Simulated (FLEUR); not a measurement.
Input and output of a self-consistent single point for FePt (P4/mmm, 2 atoms in the cell) (FLEUR).

Method: FLEUR with PBE, all-electron FLAPW (FLEUR), scalar-relativistic valence.

The change in words: lattice scaled by 0.98. Reference geometry:
```
CELL_PARAMETERS angstrom
      2.79374     0.00000     0.00000
      0.00000     2.79374     0.00000
      0.00000     0.00000     3.82743
ATOMIC_POSITIONS crystal
  Fe 0.00000 0.00000 0.00000
  Pt 0.50000 0.50000 0.50000
```
Moments meant for the start (each program seeds them in its own way; μB, in the order of the atoms Fe Pt): 4.0 1.0.

Reference input (self-consistent single point, DFT, PBE, all-electron FLAPW (FLEUR), scalar-relativistic valence): Kmax = 4 1/bohr; GmaxXC = 20 1/bohr; xcFunctional = pbe; jspins = 2; l_soc = F; mode = hist; fermiSmearingEnergy = 0.00499791 Htr; mesh (inpgen div1-3) = 12 12 9; inpgen gamma flag = true; Gmax = 20 1/bohr; numbands = 0; maxIterBroyd = 15. This run's input differs from it in these lines:

```diff
@@ -5,4 +5,4 @@
 0.0000000000 1.0000000000 0.0000000000
-0.0000000000 0.0000000000 1.3699997673
-5.2794129120
+0.0000000000 0.0000000000 1.3699996713
+5.1738244648
 1.0 1.0 1.0
@@ -43,5 +43,5 @@
          <bravaisMatrix>
-            <row-1>    5.2794129119999997     0.0000000000000000     0.0000000000000000</row-1>
-            <row-2>    0.0000000000000000     5.2794129119999997     0.0000000000000000</row-2>
-            <row-3>    0.0000000000000000     0.0000000000000000     7.2327944609206147</row-3>
+            <row-1>    5.1738244648000000     0.0000000000000000     0.0000000000000000</row-1>
+            <row-2>    0.0000000000000000     5.1738244648000000     0.0000000000000000</row-2>
+            <row-3>    0.0000000000000000     0.0000000000000000     7.0881378161398985</row-3>
          </bravaisMatrix>
```

Log, with long lists cut:

```
 Iteration:     1   Distance:      27.23863906 me/bohr^3
 Iteration:     2   Distance:      16.96930858 me/bohr^3
 Iteration:     3   Distance:      12.68285795 me/bohr^3
 Iteration:     4   Distance:       8.33142903 me/bohr^3
 Iteration:     5   Distance:       6.41403793 me/bohr^3
   [... 16 lines left out ...]
 Iteration:    22   Distance:       0.00028179 me/bohr^3
 Iteration:    23   Distance:       0.00007246 me/bohr^3
 Iteration:    24   Distance:       0.00009061 me/bohr^3
 Iteration:    25   Distance:       0.00000814 me/bohr^3
 Run finished successfully
 Stop message:
   Structural relaxation: Done

[file out, last iteration]
             iter=     26
[...]
          total density-effective poten   -3.4457024637E+04
          total charge density-energy d   -4.1330601402E+02
 Updated energy parameters for spin:           1
 Updated energy parameters for spin:           2
[...]
 fermi energy and band-weighting factors:
    1.156523    1.183972    1.255777

[...]
FERMIE:
          first approx. to ef    (T=0)  :   0.475983 htr   (energy of the highest occ. eigenvalue)
          number of occ. states  (T=0)  :       4742
          first approx. to seigv (T=0)  : -22.945712 htr
          sum of weights of occ. states :  34.005401
          sum of semicore charge        :   0.000000 e
FERHIS:  Fermi-Energy by histogram:
   [... lines left out ...]
          bandgap                     :   0.000112 htr
          charge neutrality (T=0)     :   0.005401    (zero if the highest occ. eigenvalue is "entirely" occupied)
     EF_NEWTON:  Adjust Fermi-Energy by Newton-Method.
 Direct bandgap for spin            1 :    1.8016644229606360E-002  Htr
 Direct bandgap for spin            2 :    5.5571809217744850E-003  Htr
 ---->    free energy=                    -19719.5535830017 htr
   [... lines left out ...]
 ***** TOTAL FORCES ON ATOMS *****
 TOTAL FORCE FOR ATOM TYPE=  1  X=  0.000   Y=  0.000   Z=  0.000
                       FX_TOT= 0.000000 FY_TOT= 0.000000 FZ_TOT= 0.000000
 TOTAL FORCE FOR ATOM TYPE=  2  X=  2.587   Y=  2.587   Z=  3.544
                       FX_TOT= 0.000000 FY_TOT= 0.000000 FZ_TOT= 0.000000
 Structural relaxation: Done
```

The run converged in 25 iterations. FLEUR gives forces in its relaxation mode, with a further iteration, so its stop message speaks of a relaxation. Against the reference run the free energy drops by 30.0 meV/atom and the size of the net moment goes from 1.71 to 1.66 μB/atom.

The starting cell comes from a database of computed structures (which also holds hypothetical and non-ambient phases and stackings), without a prior relaxation at this level. Its lattice was rescaled by a random factor within 2.5 % of one. For this run, on top of that: lattice scaled by 0.98. Spin-orbit coupling is off. The magnetic order is the one reached from the typed start; others were not searched systematically. Values depend on the basis (sphere radii, cutoffs, local orbitals), which need not be converged. The log's line on a gap gives a spacing of levels on this mesh, which the program prints for metals too.

Cost on one core of a shared machine: roughly 6 min.
